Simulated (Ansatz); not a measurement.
Ansatz (a first-principles code) run on CsH3O2 (Amm2, 6 atoms in the cell): self-consistent single point.

Method: LDA (PW92), default PAW files made with PBE (plane waves; Ansatz).

```
CELL_PARAMETERS angstrom
      4.27148     0.00000     0.00000
      0.00000     2.22366     4.04368
      0.00000    -2.22366     4.04368
ATOMIC_POSITIONS crystal
  Cs 0.00000 0.99151 0.99151
  H  0.50000 0.55847 0.55847
  H  0.50000 0.07118 0.45270
  H  0.50000 0.45270 0.07118
  O  0.50000 0.67951 0.67951
  O  0.50000 0.33406 0.33406
```

Reference input (self-consistent single point, DFT, LDA (PW92), plane waves, default PAW files made with PBE): basis.ecutwfc = 420 eV; kpoints.mp_grid.grid = 6 6 6; hamiltonian.xc = lda; hamiltonian.pseudopotentials = {kind: paw} (the program's default PAW files); scf.occupations.method = fixed. This run's input differs from it in these lines:

Ansatz 0.2 input:
```diff
@@ -15,3 +15,3 @@
 kpoints:
-  mp_grid: { grid: [6, 6, 6] }
+  mp_grid: { grid: [14, 15, 15], shift: [0.5, 0.5, 0.5] }
 hamiltonian:
```

The program printed (abridged):

```
SCF iter   1: F=—  HF=-6664.987204 eV  |F-HF|=—  |Δ(HF+E_count)|=         —  Δρ=9.17e-3  dr2=6.09e-2  ethr=1.77e-3  ⟨swp⟩=4.1  Hψ=39116  notcnv=0  defer=1671
all-band conjugate gradients solve this SCF's bands
preconditioner: auto → Resta (q_TF=auto, 2.247 Å⁻¹)
SCF iter   2: F=—  HF=-6664.970330 eV  |F-HF|=—  |Δ(HF+E_count)|=   1.69e-2  Δρ=4.21e-3  dr2=7.78e-3  ethr=2.54e-4  ⟨swp⟩=2.7  Hψ=16949  notcnv=0  defer=1792
   [... lines left out ...]
SCF iter   4: F=—  HF=-6664.967114 eV  |F-HF|=—  |Δ(HF+E_count)|=   7.24e-4  Δρ=5.60e-4  dr2=1.95e-4  ethr=9.82e-6  ⟨swp⟩=2.7  Hψ=13147  notcnv=0  defer=1792
SCF iter   5: F=—  HF=-6664.967085 eV  |F-HF|=—  |Δ(HF+E_count)|=   2.94e-5  Δρ=2.24e-4  dr2=2.79e-5  ethr=8.12e-7  ⟨swp⟩=2.5  Hψ=12960  notcnv=0  defer=1395
SCF iter   6: F=—  HF=-6664.967087 eV  |F-HF|=—  |Δ(HF+E_count)|=   2.68e-6  Δρ=4.06e-5  dr2=1.54e-6  ethr=1.16e-7  ⟨swp⟩=2.7  Hψ=12911  notcnv=0  defer=612
SCF iter   7: F=-6664.967088 eV  HF=-6664.967088 eV  |F-HF|=1.38e-9  |Δ(HF+E_count)|=   3.28e-7  Δρ=6.79e-6  dr2=3.62e-8  ethr=4.17e-10  ⟨swp⟩=9.8  Hψ=53297  notcnv=0
SCF 1 converged in 7 iterations: F = -6664.967088 eV  dr2 = 3.62e-8
Free energy (F): -6664.967088 eV
Internal energy: -6664.967088 eV  (E = F + TS)
E sigma→0 (E₀):  -6664.967088 eV
Fermi energy:    2.882401 eV
--- Forces (eV/Å), atoms counted from 1 ---
  atom   1  Cs     0.00000000     0.00000000    -0.10180301
  atom   2  H      0.00000000     0.00000000    -0.47715478
  atom   3  H     -0.00000000    -0.40597403    -0.17145571
  atom   4  H     -0.00000000     0.40597403    -0.17145571
  atom   5  O      0.00000000     0.00000000     0.47932837
  atom   6  O      0.00000000     0.00000000     0.44253508
--- Stress (GPa, compression-positive) ---
       -2.213654       0.000000       0.000000
        0.000000      -2.260363       0.000000
        0.000000       0.000000      -2.068607
  P = ⅓ Tr σ = -2.1809 GPa (-21.809 kbar)
  The stress holds the Pulay correction. Without it, at fixed plane waves, as pw.x and ABINIT print it: P = -2.7474 GPa
```

The run converged in 7 iterations. Against the reference run the free energy is nearly the same (within 1 meV/atom), the pressure stays at -2.18 GPa, the largest force stays at 0.479 eV/Å and the gap on the mesh goes from 4.015 to 4.073 eV.

The starting cell comes from a database of computed structures (which also holds hypothetical and non-ambient phases and stackings), without a prior relaxation at this level. Its lattice was rescaled by up to half a per cent. One atom was moved a little off its site on purpose. Ansatz's pressure includes its estimate of the finite-basis (Pulay) stress. Without the estimate this run gives -2.75 GPa. The shifted mesh does not hold Γ, so a gap read on it misses any band edge there.

Cost on one core of a shared machine: roughly 70 s.
